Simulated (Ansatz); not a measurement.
## A computed series for W: point defects

The reference is an 8-atom supercell of W in the bcc (W type) structure (space group Im-3m, No. 229) at its relaxed geometry.

```
CELL_PARAMETERS angstrom
     -3.18352     3.18352     3.18352
      3.18352    -3.18352     3.18352
      3.18352     3.18352    -3.18352
ATOMIC_POSITIONS crystal
  W  0.00000 0.00000 0.00000
  W  0.00000 0.00000 0.50000
  W  0.00000 0.50000 0.00000
  W  0.00000 0.50000 0.50000
  W  0.50000 0.00000 0.00000
  W  0.50000 0.00000 0.50000
  W  0.50000 0.50000 0.00000
  W  0.50000 0.50000 0.50000
```

One neutral defect a cell, atoms relaxed at fixed cell.

Level of theory: Ansatz (a first-principles code), PBE, PAW, cutoff 420 eV, scalar-relativistic without spin-orbit coupling.

For the base:

* **Pressure**: -0.2 GPa

Task: The aim is a pressure between 23.6 GPa and 26.3 GPa. Which of these changes reaches it?
A) Ir on a W site
B) Li interstitial (started 1.59 Å from the nearest host atom)
C) I on a W site

Result: B, Li interstitial (started 1.59 Å from the nearest host atom). It gives 24.9 GPa; Ir on a W site gives -2.0 GPa; I on a W site gives 11.3 GPa. Changes not listed may reach it too

The cell is small, so the values are those of an ordered compound at a high defect concentration; dilute-limit values will differ. All final runs are without spin polarisation.
